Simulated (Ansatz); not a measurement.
Ge2Sb2Te5: response to strain

The reference is Ge$_{2}$Sb$_{2}$Te$_{5}$ (space group P-3m1, No. 164).

```yaml
crystal:
  lattice:
    - [4.21408, 0.00000, 0.00000]
    - [-2.10704, 3.64950, 0.00000]
    - [0.00000, 0.00000, 17.69033]
  atoms:
    - { symbol: Te, position: [0.00000, 0.00000, 0.00000] }
    - { symbol: Sb, position: [0.66667, 0.33333, 0.11389] }
    - { symbol: Sb, position: [0.33333, 0.66667, 0.88611] }
    - { symbol: Te, position: [0.33333, 0.66667, 0.21242] }
    - { symbol: Te, position: [0.66667, 0.33333, 0.78758] }
    - { symbol: Ge, position: [0.00000, 0.00000, 0.33462] }
    - { symbol: Ge, position: [0.00000, 0.00000, 0.66538] }
    - { symbol: Te, position: [0.66667, 0.33333, 0.41386] }
    - { symbol: Te, position: [0.33333, 0.66667, 0.58614] }
```

Cartesian axes are those of the cell as printed.

Strains are applied to the cell and any free atomic positions relax; under biaxial strain the out-of-plane vector relaxes too.

Method: Kohn–Sham DFT with the r2SCAN+rVV10 functional, run in Ansatz (a first-principles code) with PAW and 500 eV plane waves, scalar-relativistic without spin-orbit coupling, earlier PAW set.

Notes on the quantities. pressure: mean of the normal stresses, compression positive.

| case | pressure | shortest interatomic distance |
|---|---|---|
| base | 0.0 GPa | 2.808 Å |
| biaxial strain −1.66 %, plane normal [001], relaxed out of plane | 0.9 GPa | 2.787 Å |
| biaxial strain −1.15 %, plane normal [001], relaxed out of plane | 0.6 GPa | 2.793 Å |
| biaxial strain −0.76 %, plane normal [001], relaxed out of plane | 0.4 GPa | 2.798 Å |
| uniaxial strain ε_zz = −2.81 % | 0.8 GPa | 2.803 Å |

No phonon test of stability was made. The final runs are not spin-polarised.
